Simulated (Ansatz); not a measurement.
**What pressure 0.7 GPa does to Cd2SnO4**

Consider Cd₂SnO₄ (space group Pbam, No. 55; a = 5.571 Å, b = 9.929 Å, c = 3.199 Å).

Now apply this change: cell and atoms relaxed at a pressure of 0.7 GPa.

Calculations: Ansatz (an electronic-structure program) PBEsol, no SOC. Γ-centred 5×3×8 mesh, Fermi–Dirac width 0.05 eV.

The volume per atom decreases by 0.06 Å³, from 12.64 Å³ to 12.58 Å³ and the density rises by 0.036 g/cm³, from 7.65 g/cm³ to 7.68 g/cm³. The shortest interatomic distance decreases by 0.0022 Å, from 2.061 Å to 2.058 Å and the enthalpy H = E + PV relative to the base's energy is +0.06 eV/atom. The band gap increases by 0.02 eV, from 0.48 eV to 0.50 eV (an upper bound: an edge found on the path is not a true extremum; the changed cell).

Final structure:

```
CELL_PARAMETERS angstrom
      5.56552     0.00000     0.00000
      0.00000     9.90522     0.00000
      0.00000     0.00000     3.19520
ATOMIC_POSITIONS crystal
  Cd 0.06064 0.32359 0.50000
  Cd 0.93936 0.67641 0.50000
  Cd 0.56064 0.17641 0.50000
  Cd 0.43936 0.82359 0.50000
  Sn 0.00000 0.00000 0.00000
  Sn 0.50000 0.50000 0.00000
  O  0.13485 0.80651 0.00000
  O  0.86515 0.19349 0.00000
  O  0.63485 0.69349 0.00000
  O  0.36515 0.30651 0.00000
  O  0.26284 0.53919 0.50000
  O  0.73716 0.46081 0.50000
  O  0.76284 0.96081 0.50000
  O  0.23716 0.03919 0.50000
```

Load acts through the strain it causes; cell and atoms are relaxed under it. Stability against distortions was not tested.
